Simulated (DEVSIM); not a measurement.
Device: abrupt Si p-n junction, at 400 K.

Layer 1 from the left is Si, thickness (μm) 0.460, Na (cm⁻³) 2.1e15, τn (s) 4.5e-6, τp (s) 4.5e-6. Layer 2 from the left is Si, thickness (μm) 0.350, Nd (cm⁻³) 3.2e16, τn (s) 4.5e-6, τp (s) 4.5e-6.

Left contact: ohmic. Right contact: ohmic. Voltage is applied to the left contact. Recombination: SRH at mid-gap, radiative. Mobility is constant in doping.

The device is made up for the run: typed textbook-type constants, with dimensions and the other settings drawn at random. Values at 300 K; Nc and Nv go as T^1.5, mobilities as T to minus their exponent, the gap by Varshni's rule with the affinity fixed.

Si: gap (eV) 1.124, affinity (eV) 4.05, permittivity 11.7, Nc (cm⁻³) 2.86e19, Nv (cm⁻³) 3.1e19, μn (cm²/Vs) 1417, μp (cm²/Vs) 470, T exponent of μn 2.3, T exponent of μp 2.2, B (cm³/s) 4.7e-15, Varshni α (eV/K) 0.000473, Varshni β (K) 636.

Model (solved in DEVSIM): 1D drift-diffusion, Boltzmann statistics, complete ionisation; no tunnelling, impact ionisation, image-force lowering or self-heating.

Problem. What does the simulation give for the dark forward voltage at 1 A/cm², the largest field in the device at zero bias, the dark forward voltage at 100 A/cm², the potential step across the device at zero bias?

Solution. dark forward voltage at 1 A/cm² 0.186 V; largest field in the device at zero bias 18000 V/cm; dark forward voltage at 100 A/cm² 0.380 V; potential step across the device at zero bias 0.502 V.
